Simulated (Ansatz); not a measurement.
**A self-consistent single point of MgPd (P4mm, 2 atoms in the cell) with Ansatz (an electronic-structure program)**

Method of the run: LDA (PW92), default PAW files made with PBE (plane waves; Ansatz).

Input as run:

Ansatz 0.2 input:
```yaml
crystal:
  lattice:
    - [3.13960300, 0.00000000, 0.00000000]
    - [0.00000000, 3.13960300, 0.00000000]
    - [0.00000000, 0.00000000, 3.13960300]
  atoms:
    - { symbol: Mg, position: [0.00000000, 0.00000000, 0.01592600] }
    - { symbol: Pd, position: [0.50000000, 0.50000000, 0.50000000] }
basis:
  ecutwfc: 420.0
kpoints:
  mp_grid:
    grid: [11, 11, 11]
hamiltonian:
  xc: lda
  pseudopotentials:
    kind: paw
scf:
  occupations:
    method: gaussian
    width: 0.1
output:
  forces: true
  eigenvalues: true
  stress: true
```

Output, abridged:

```
WARN ansatz: RAYON_NUM_THREADS=1 ignored (pool sized by the plan → 1); use --threads N
Pseudopotentials: kind: paw
Pseudopotential: Mg, paw, valence charge 10
Pseudopotential: Pd, paw, valence charge 18
Crystal: 2 atoms, lattice volume = 30.947 Å³
Basis set: ecut = 420 eV, 619 PW (Γ)
Bands: 18, of which v1, the nominal top of the filled ones, is band 14 counted from 1 (13 counted from 0)
Symmetry: 8 space group operations
Space group: P4mm (ITA 99), of the structure as read, at distance tolerance 3.1e-5 Å
k-points: 126 of 1331 (time reversal used)
PAW frozen core: Mg, regenerated for the run's functional, and the local potential with it
PAW frozen core: Pd, regenerated for the run's functional, and the local potential with it
Initial density: superposition of atomic densities (neutral atoms: chi_scale 0, normalization atom), corrected by the library's trained network
Initial wavefunctions: pseudopotential atomic-orbital guess
Eigensolver: davidson
Functional: x = slater, c = lda
SCF iter   1: F=—  HF=-8747.639514 eV  |F-HF|=—  |Δ(HF+E_count)|=         —  Δρ=1.07e-2  dr2=2.64e-2  ethr=1.77e-3  ⟨swp⟩=5.0  Hψ=10612  notcnv=0
all-band conjugate gradients solve this SCF's bands
preconditioner: auto → none
SCF iter   2: F=—  HF=-8747.631723 eV  |F-HF|=—  |Δ(HF+E_count)|=   7.79e-3  Δρ=5.07e-3  dr2=6.88e-3  ethr=9.44e-5  ⟨swp⟩=2.0  Hψ=4400  notcnv=0
SCF iter   3: F=—  HF=-8747.630006 eV  |F-HF|=—  |Δ(HF+E_count)|=   1.72e-3  Δρ=6.51e-4  dr2=3.87e-5  ethr=2.46e-5  ⟨swp⟩=2.6  Hψ=3725  notcnv=0
SCF iter   4: F=—  HF=-8747.629997 eV  |F-HF|=—  |Δ(HF+E_count)|=   8.67e-6  Δρ=1.58e-4  dr2=6.31e-6  ethr=1.38e-7  ⟨swp⟩=2.0  Hψ=3963  notcnv=0
iter 5 did not close the SCF: its close was put off for the readings that it lacked (scf_convergence_deferred on its scf_iter line)
SCF iter   5: F=-8747.629997 eV  HF=-8747.629997 eV  |F-HF|=2.50e-8  |Δ(HF+E_count)|=   5.44e-7  Δρ=2.18e-5  dr2=9.35e-8  ethr=2.26e-8  ⟨swp⟩=2.0  Hψ=2829  notcnv=0
SCF iter   6: F=-8747.629997 eV  HF=-8747.629997 eV  |F-HF|=9.06e-9  |Δ(HF+E_count)|=   1.58e-8  Δρ=5.92e-6  dr2=1.23e-8  ethr=3.34e-10  ⟨swp⟩=2.3  Hψ=7703  notcnv=0
SCF 1 converged in 6 iterations: F = -8747.629997 eV  dr2 = 1.23e-8
SCF converged after 6 iterations
Free energy (F): -8747.629997 eV
Harris-Foulkes:  -8747.629997 eV  (|F-HF|=9.06e-9)
Internal energy: -8747.624592 eV  (E = F + TS)
E sigma→0 (E₀):  -8747.627294 eV
Entropy (-TS):   -0.005405 eV (-2.703 meV/atom)
Fermi energy:    13.778238 eV
--- Per-component energies (eV) ---
  E_band       = -522.456100
  E_kinetic    = 593.135690
  E_local      = -3472.908702  (includes V_loc(G=0)·N_el)
  E_nonlocal   = 318.804833
  E_hartree    = 1324.933321
  E_xc         = -197.817201
  E_vxc        = -250.531078  (∫ρ·V_xc dr)
  E_paw        = -3894.209831  (= ΣΔE_a)
  E_vpaw       = -360.821049  (= ΣTr[D̂ρ^β])
  E_aug_tail   = 0.000166  (compensation charges beyond the density's cutoff)
  E_ewald      = -3420.394079
  E_core_change = 0.831213  (= ΣΔE_core)
  E_smearing   = -0.005405  (= −TS)
  E_closure    = -0.000000  (closes the sum)
  Σ components = -8747.629997   (vs F -8747.629997, Δ=0.00e0)
--- Forces (eV/Å), atoms counted from 1 ---
  atom   1  Mg     0.00000000     0.00000000    -0.20632666
  atom   2  Pd    -0.00000000     0.00000000     0.20660820
  max |Σ_I F_I| component: 2.82e-4 eV/Å
--- Stress (GPa, compression-positive) ---
       -3.455560       0.000000       0.000000
        0.000000      -3.455560       0.000000
        0.000000       0.000000      -3.553866
  P = ⅓ Tr σ = -3.4883 GPa (-34.883 kbar)
  The stress holds the Pulay correction. Without it, at fixed plane waves, as pw.x and ABINIT print it: P = -3.5048 GPa
--- Band table (eV; the first three rows and the last of 126) ---
  k-point 0: bands = ["-70.6021", "-60.5803", "-36.3808", "-36.3808", "-36.3801", "-28.0017", "-28.0015", "-28.0015", "5.9411", "9.5687", "9.5707", "11.6269", "11.6292", "11.6292", "20.7469", "20.7500", "20.7500", "23.6776"]
  k-point 1: bands = ["-70.6019", "-60.5802", "-36.3841", "-36.3804", "-36.3804", "-28.0036", "-28.0015", "-28.0015", "6.0807", "9.5966", "9.6306", "11.5576", "11.5576", "11.6351", "19.6495", "20.9413", "20.9413", "23.5675"]
  k-point 2: bands = ["-70.6012", "-60.5800", "-36.3951", "-36.3794", "-36.3794", "-28.0087", "-28.0013", "-28.0013", "6.4876", "9.6727", "9.7931", "11.3745", "11.3745", "11.6571", "17.8079", "21.4779", "21.4779", "23.2698"]
  k-point 125: bands = ["-70.5937", "-60.5764", "-36.4218", "-36.4217", "-36.4210", "-28.0209", "-28.0207", "-28.0206", "9.3961", "9.4496", "9.4510", "12.2967", "12.2975", "16.3411", "17.1665", "17.1700", "19.8748", "21.1209"]
```

The run converged in 6 iterations.

The starting cell comes from a database of computed structures (which also holds hypothetical and non-ambient phases and stackings), without a prior relaxation at this level. Its lattice was rescaled by up to half a per cent. One atom was moved a little off its site on purpose. Spin polarisation is off. With a pressure of about -3 GPa the cell is away from its equilibrium volume at this level. Ansatz's pressure includes its estimate of the finite-basis (Pulay) stress.
